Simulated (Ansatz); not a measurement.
The reference is BN in the h-BN type structure (space group P6_3/mmc, No. 194; a = 2.501 Å, c = 6.526 Å; layered, stacked along the Cartesian z axis).

Calculations: Ansatz (a quantum-chemistry and plane-wave program), r2SCAN+rVV10, PAW, cutoff 500 eV, without spin-orbit coupling.

One change was made to it. Results:

The band gap falls by 0.13 eV to 4.61 eV; the volume per atom shrinks by 1.136 Å³ (8.83 Å³ → 7.70 Å³); the smallest direct gap decreases by 0.26 eV (5.18 eV → 4.92 eV).

Q: Name the change that was made.
(A) pressure 22.5 GPa
(B) pressure 2.1 GPa
(C) pressure 9 GPa

A: C, pressure 9 GPa. For comparison, the band gap in the other runs: pressure 22.5 GPa gives 4.55 eV; pressure 2.1 GPa gives 4.67 eV.

From pressure 22.5 GPa on, the axis ratios lie over 15 % from the base's, so the cell there is far from its starting form. Load acts through the strain it causes; cell and atoms are relaxed under it. Stability against distortions was not tested. Competing high-pressure phases were not computed.
